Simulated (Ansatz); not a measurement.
Worked example: relaxation of the atoms of Ti3Zn (I4mm, 4 atoms in the cell) in Ansatz (a program for electronic structure).

Method of the run: LDA (PW92), default PAW files made with PBE (plane waves; Ansatz).

The change in words: one atom moved by 0.15 angstrom; relax: default → atoms; relax.f_tol: default → 0.01 eV/Å. Reference geometry:
```xyz
4
Lattice="-1.9692 1.9692 4.2040 1.9692 -1.9692 4.2040 1.9692 1.9692 -4.2040" Properties=species:S:1:pos:R:3 pbc="T T T"
Ti     0.0000     1.9692     2.1020
Ti     1.9692     0.0000     2.1020
Ti     0.0000     0.0000     4.2040
Zn     0.0000     0.0000     0.0000
```
Moments meant for the start (each program seeds them in its own way; μB, in the order of the atoms Ti Ti Ti Zn): 1.0 1.0 1.0 0.0.

Reference input (self-consistent single point, DFT, LDA (PW92), plane waves, default PAW files made with PBE): basis.ecutwfc = 420 eV; kpoints.mp_grid.grid = 8 8 8; hamiltonian.xc = lda; hamiltonian.pseudopotentials = {kind: paw} (the program's default PAW files); magnetization.spin_polarized = true; scf.occupations.method = fermi_dirac; scf.occupations.width = 0.1 eV. This run's input differs from it in these lines:

```diff
@@ -8,3 +8,3 @@
     - { symbol: Ti, position: [0.250000, 0.750000, 0.500000], spin: 1.0 }
-    - { symbol: Ti, position: [0.500000, 0.500000, 0.000000], spin: 1.0 }
+    - { symbol: Ti, position: [0.517840, 0.517840, 0.000000], spin: 1.0 }
     - { symbol: Zn, position: [0.000000, 0.000000, 0.000000] }
@@ -21,2 +21,4 @@
   occupations: { method: fermi_dirac, width: 0.1 eV }
+relax:
+  f_tol: 0.01
 output:
```

Log, with long lists cut:

```
   [... SCF lines of the steps left out ...]
relax step   1: F+E_penalty+E_count = -10597.60189535 eV  Δ(F+E_penalty+E_count) = +0.000e0 eV  max|allowed force component| = 7.704e-1 eV/Å  Δτ_max = 0.0000 Å  (13 SCF iters, dr2 threshold 2.50e-6 eV, accepted)
relax step   2: F+E_penalty+E_count = -10597.65528562 eV  Δ(F+E_penalty+E_count) = -5.339e-2 eV  max|allowed force component| = 1.311e-1 eV/Å  Δτ_max = 0.1239 Å  (7 SCF iters, dr2 threshold 3.71e-5 eV, accepted)
relax step   3: F+E_penalty+E_count = -10597.65729707 eV  Δ(F+E_penalty+E_count) = -2.011e-3 eV  max|allowed force component| = 3.064e-3 eV/Å  Δτ_max = 0.0215 Å  (7 SCF iters, dr2 threshold 1.07e-6 eV, accepted)
relax step   4: F+E_penalty+E_count = -10597.65729707 eV  Δ(F+E_penalty+E_count) = +5.093e-10 eV  max|allowed force component| = 3.038e-3 eV/Å  Δτ_max = 0.0000 Å  (2 SCF iters, accepted)
the relaxation is at rest under the 8 symmetry operations that the run kept from its start: a minimum is not shown …
the relaxation's final electronic state is not compared with the one that a single-point calculation of its input finds at the relaxed geometry …
Stability not checked: this state was not tested for a lower state beside it, because too few of the mixer's solves of this state at the end of the SCF gave a …
Magnetization: 0.0000 μB (24.0000 up, 24.0000 down)
   [... lines left out ...]
Absolute magnetization: 0.0000 μB (∫|ρ↑−ρ↓|, with the PAW one-centre terms)
Free energy (F): -10597.657297 eV
Fermi energy:    12.673664 eV
   [... lines left out ...]
  atoms:
    - { symbol: Ti, position: [0.7544277369877195, 0.2544277369877196, 0.5] }
    - { symbol: Ti, position: [0.2544277369877196, 0.7544277369877195, 0.5] }
    - { symbol: Ti, position: [0.5044649021444241, 0.5044649021444241, -6.8461339217457984e-34] }
    - { symbol: Zn, position: [0.004519623880136832, 0.004519623880136832, -6.8461339217457984e-34] }
```

The run converged.  The full log also holds: “iter 6 did not close the SCF: its close was put off for a magnetic moment that had not settled (scf_convergence_deferred on its scf_iter line)”.

Summary of the result:
- Free energy E − TS (on the zero of these files): -10597.6573 eV
- Fermi level (on the code's own zero): 12.67 eV
- Pressure: -9.03 GPa
- Largest force (vector length): 0.003 eV/Å
- Size of the cell's spin moment: 0.00 μB
- Relaxation steps: 4

The starting cell comes from a database of computed structures (which also holds hypothetical and non-ambient phases and stackings), without a prior relaxation at this level. Its lattice was rescaled by up to half a per cent. For this run, on top of that: one atom moved by 0.15 angstrom. The starting moments vanished: the run ended non-magnetic. The program warned that a starting moment was not kept. The relaxation keeps the symmetry of its start, so its end need not be a minimum. Ansatz's pressure includes its estimate of the finite-basis (Pulay) stress.

Cost on one core of a shared machine: roughly 2 min.

Keys are those of Ansatz 0.2.
